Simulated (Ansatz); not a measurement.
System: CdMoO₄ (I4₁/a, No. 88). Method: PBEsol (Ansatz, a first-principles code, plane waves, PAW).

Run with plane-wave cutoff 520 eV, 10×10×10 k mesh, Fermi–Dirac smearing 0.01 eV, no spin polarisation, scalar-relativistic PAW data made under PBE.

Cell (relaxed at this level):

```cif
data_Cd4Mo4O16
_chemical_formula_sum 'Cd4 Mo4 O16'
_space_group_name_H-M_alt 'I41/a :1'
_space_group_IT_number 88
_space_group_name_Hall 'I 4bw -1bw'
_cell_length_a 5.15095
_cell_length_b 5.15095
_cell_length_c 11.08577
_cell_angle_alpha 90.000
_cell_angle_beta 90.000
_cell_angle_gamma 90.000
loop_
_space_group_symop_operation_xyz
  'x, y, z'
  '-y, x+1/2, z+1/4'
  '-x+1/2, -y+1/2, z+1/2'
  'y+1/2, -x, z+3/4'
  '-x, -y+1/2, -z+1/4'
  'y, -x, -z'
  'x+1/2, y, -z+3/4'
  '-y+1/2, x+1/2, -z+1/2'
  'x+1/2, y+1/2, z+1/2'
  '-y+1/2, x, z+3/4'
  '-x, -y, z'
  'y, -x+1/2, z+1/4'
  '-x+1/2, -y, -z+3/4'
  'y+1/2, -x+1/2, -z+1/2'
  'x, y+1/2, -z+1/4'
  '-y, x, -z'
loop_
_atom_site_label
_atom_site_type_symbol
_atom_site_symmetry_multiplicity
_atom_site_Wyckoff_symbol
_atom_site_fract_x
_atom_site_fract_y
_atom_site_fract_z
_atom_site_occupancy
Cd1 Cd 4 a 0.00000 0.00000 0.00000 1
Mo1 Mo 4 b 0.00000 0.00000 0.50000 1
O1 O 16 f 0.25643 0.15794 0.16237 1
```
(The calculation used a cell of 12 atoms; values per cell refer to that cell.)

Problem. Give the computed band gap, Γ–Γ gap and bulk modulus.

Solution. 
* **band gap**: 2.34 eV (on the SCF k mesh)
* **Γ–Γ gap**: 2.40 eV
* **bulk modulus**: 102 GPa

Note: the bulk modulus is −V dP/dV from two relaxed cells at ±2 % in volume.

Spin–orbit coupling is not included.

The computed numbers hold no vibrational or temperature effects.
